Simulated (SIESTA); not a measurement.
## SIESTA run on PtAl2 (Fm-3m, 3 atoms in the cell): self-consistent single point

Level of theory: GGA PBE, numerical atomic orbitals DZP, PseudoDojo PBE standard norm-conserving potentials (rewritten from UPF to PSML) (SIESTA).

Input as run:

```
# files in the folder: Al.psml Pt.psml (PseudoDojo PBE standard)
SystemName  PtAl2
SystemLabel siesta

NumberOfAtoms                3
NumberOfSpecies              2
%block ChemicalSpeciesLabel
  1 13 Al
  2 78 Pt
%endblock ChemicalSpeciesLabel
LatticeConstant              4.272611 Ang
%block LatticeVectors
     0.000000000    0.707106732    0.707106732
     0.707106732    0.000000000    0.707106732
     0.707106732    0.707106732    0.000000000
%endblock LatticeVectors
AtomicCoordinatesFormat      Ang
%block AtomicCoordinatesAndAtomicSpecies
     1.510596000    1.510596000    1.510596000  1
     4.531788000    4.531788000    4.531788000  1
     0.000000000    0.000000000    0.000000000  2
%endblock AtomicCoordinatesAndAtomicSpecies

XC.functional                GGA
XC.authors                   PBE
PAO.BasisSize                DZP
PAO.EnergyShift              0.01 Ry
MeshCutoff                   300 Ry
%block kgrid.MonkhorstPack
   13   0   0  0.0
    0  13   0  0.0
    0   0  13  0.0
%endblock kgrid.MonkhorstPack
OccupationFunction           FD
ElectronicTemperature        1578.21 K

MaxSCFIterations             150
SCF.Mixer.Method             Broyden
SCF.Mixer.Weight             0.1
SCF.Mixer.History            6
SCF.DM.Tolerance             1.0E-05
Diag.ParallelOverK           true
WriteForces                  true
```

The program printed (abridged):

```
reinit: Reading from file input.fdf

reinit: System Name: PtAl2
reinit: System Label: siesta

coor:   Atomic-coordinates input format  =     Cartesian coordinates
coor:                                          (in Angstroms)

siesta: Atomic coordinates (Bohr) and species
siesta:      2.85461   2.85461   2.85461  1        1
siesta:      8.56384   8.56384   8.56384  1        2
siesta:      0.00000   0.00000   0.00000  2        3

siesta: System type = bulk

initatomlists: Number of atoms, orbitals, and projectors:      3    45    68

siesta: ******************** Simulation parameters ****************************
redata: Spin configuration                          = none
redata: Time-Reversal Symmetry                      = T
redata: Number of Atomic Species                    =        2
redata: Mesh Cutoff                                 =   300.0000 Ry
redata: Net charge of the system                    =     0.0000 |e|
redata: Min. number of SCF Iter                     =        0
redata: Max. number of SCF Iter                     =      150
redata: SCF convergence failure will abort job
redata: SCF mix quantity                            = Hamiltonian
redata: Mix DM or H after convergence               =   F
redata: Recompute H after scf cycle                 =   F
redata: Mix DM in first SCF step                    =   T
redata: No kicks to SCF
redata: DM Mixing Weight for Kicks                  =     0.5000
redata: Require Harris convergence for SCF          =   F
redata: Harris energy tolerance for SCF             =     0.000100 eV
redata: Require DM convergence for SCF              =   T
redata: DM tolerance for SCF                        =     0.000010
redata: Require EDM convergence for SCF             =   F
redata: EDM tolerance for SCF                       =     0.001000 eV
redata: Require H convergence for SCF               =   T
redata: Hamiltonian tolerance for SCF               =     0.001000 eV
redata: Require (free) Energy convergence for SCF   =   F
redata: (free) Energy tolerance for SCF             =     0.000100 eV
redata: Using DFT-D3 dispersion                     =   F
redata: Using Saved Data (generic)                  =   F
redata: Method of Calculation                       = Diagonalization
redata: Electronic Temperature                      =  1578.2100 K
redata: Number of TDED substeps                     =        3
redata: Dynamics option                             = Single-point calculation
redata: Save all siesta data in one NC              =   F
redata: ***********************************************************************

%block SCF.Mixers
  Broyden
%endblock SCF.Mixers

%block SCF.Mixer.Broyden
  # Mixing method
  method broyden

  # Mixing options
  weight 0.1000
  weight.linear 0.1000
  weight.prime 0.1000
  history 6
%endblock SCF.Mixer.Broyden

DM_history_depth set to one: no extrapolation allowed by default for geometry relaxation
Size of DM history Fstack: 1
Total number of electrons:    24.000000
Total ionic charge:    24.000000

* ProcessorY, Blocksize:    1  46

* Orbital distribution balance (max,min):    45    45

 Kpoints in:         1183 . Kpoints trimmed:         1099

siesta: k-grid: Number of k-points = 1099
siesta: k-points from Monkhorst-Pack grid
siesta: k-cutoff (effective) =    27.772 Ang
siesta: k-point supercell and displacements
siesta: k-grid:    13     0     0      0.000
siesta: k-grid:     0    13     0      0.000
siesta: k-grid:     0     0    13      0.000

diag: Algorithm                                     = D&C
diag: Parallel over k                               =   F
diag: Use parallel 2D distribution                  =   F
diag: Parallel block-size                           = 46
diag: Parallel distribution                         =     1 x     1
diag: Used triangular part                          = Lower
diag: Absolute tolerance                            =  0.100E-15
diag: Orthogonalization factor                      =  0.100E-05
diag: Memory factor                                 =  1.0000

superc: Internal auxiliary supercell:     7 x     7 x     7  =     343
superc: Number of atoms, orbitals, and projectors:   1029  15435  23324

                        Single-point calculation

superc: Internal auxiliary supercell:     7 x     7 x     7  =     343
superc: Number of atoms, orbitals, and projectors:   1029  15435  23324

outcell: Unit cell vectors (Ang):
        0.000000    3.021192    3.021192
        3.021192    0.000000    3.021192
        3.021192    3.021192    0.000000

outcell: Cell vector modules (Ang)   :    4.272611    4.272611    4.272611
outcell: Cell angles (23,13,12) (deg):     60.0000     60.0000     60.0000
outcell: Cell volume (Ang**3)        :     55.1525
new_DM -- step:     1
Initializing Density Matrix...

Attempting to read DM from file... Failed...
DM filled with atomic data:

InitMesh: MESH = 40 x 40 x 40 = 64000
InitMesh: Mesh cutoff (required, used) =   300.000   363.351 Ry

stepf: Fermi-Dirac step function

        iscf     Eharris(eV)        E_KS(eV)     FreeEng(eV)     dDmax    Ef(eV) dHmax(eV)
   scf:    1    -3610.801571    -3661.357521    -3661.481316  1.453303 -2.798633 26.710671
   scf:    2    -3686.778736    -3675.909983    -3676.002015  0.128448 -3.411786 14.116813
   scf:    3    -3683.020139    -3681.019980    -3681.093886  0.160264 -3.914293  1.962540
   scf:    4    -3680.933431    -3681.052168    -3681.123874  0.053343 -4.017890  0.911452
   scf:    5    -3681.106207    -3681.081173    -3681.153465  0.027877 -4.022928  0.777113
   scf:    6    -3681.105690    -3681.098593    -3681.171533  0.007574 -4.001488  0.099867
   scf:    7    -3681.098892    -3681.098798    -3681.171809  0.000825 -3.999722  0.027954
   scf:    8    -3681.098708    -3681.098773    -3681.171835  0.000738 -3.999634  0.012980
   scf:    9    -3681.098799    -3681.098788    -3681.171841  0.000224 -4.000981  0.001320
   scf:   10    -3681.098784    -3681.098786    -3681.171841  0.000075 -4.001163  0.000379
   scf:   11    -3681.098785    -3681.098786    -3681.171841  0.000015 -4.001193  0.000278
   scf:   12    -3681.098785    -3681.098785    -3681.171841  0.000005 -4.001194  0.000242

SCF Convergence by DM+H criterion
max |DM_out - DM_in|         :     0.0000045197
max |H_out - H_in|      (eV) :     0.0002418866
SCF cycle converged after 12 iterations

Using DM_out to compute the final energy and forces

siesta: E_KS(eV) =            -3681.0988

siesta: E_KS - E_eggbox =     -3681.0988

siesta: Atomic forces (eV/Ang):
     1   -0.000070   -0.000070   -0.000070
     2    0.000070    0.000070    0.000070
     3    0.000000    0.000000    0.000000
   Tot   -0.000000   -0.000000   -0.000000
   Max    0.000070
   Res    0.000057    sqrt( Sum f_i^2 / 3N )
   Max    0.000070    constrained

Stress tensor Voigt[x,y,z,yz,xz,xy] (kbar):       54.16       54.16       54.16       -0.05       -0.05       -0.05
(Free)E + p*V (eV/cell)    -3683.0364
Target enthalpy (eV/cell)    -3681.1718

siesta: Program's energy decomposition (eV):
siesta: Ebs     =      -678.423988
siesta: Eions   =      5168.280851
siesta: Ena     =       847.348968
siesta: Ekin    =      1053.866476
siesta: Enl     =       236.440639
siesta: Eso     =         0.000000
siesta: Edftu   =         0.000000
siesta: DEna    =        52.321770
siesta: DUscf   =         1.884512
siesta: DUext   =         0.000000
siesta: Ex      =      -657.575294
siesta: Ec      =       -47.105006
siesta: Exc     =      -704.680300
siesta: Eharris =     -3681.098785
siesta: Etot    =     -3681.098785
siesta: FreeEng =     -3681.171841

siesta: Stress tensor (static) (eV/Ang**3):
siesta:     0.033807   -0.000033   -0.000033
siesta:    -0.000033    0.033807   -0.000033
siesta:    -0.000033   -0.000033    0.033807

siesta: Cell volume =         55.152471 Ang**3

siesta: Pressure (static):
siesta:                Solid            Molecule  Units
siesta:          -0.00036820         -0.00036824  Ry/Bohr**3
siesta:          -0.03380665         -0.03381050  eV/Ang**3
siesta:         -54.16422023        -54.17039306  kBar
```

The run converged in 12 iterations.

The starting cell has typed, rounded lattice constants, without a prior relaxation at this level. Its lattice was rescaled by a random factor within 2.5 % of one. Spin polarisation is off. Values carry the incompleteness of an atom-centred basis. With a pressure of about -5 GPa the cell is away from its equilibrium volume at this level.

Cost on one core of a shared machine: roughly 2 min.
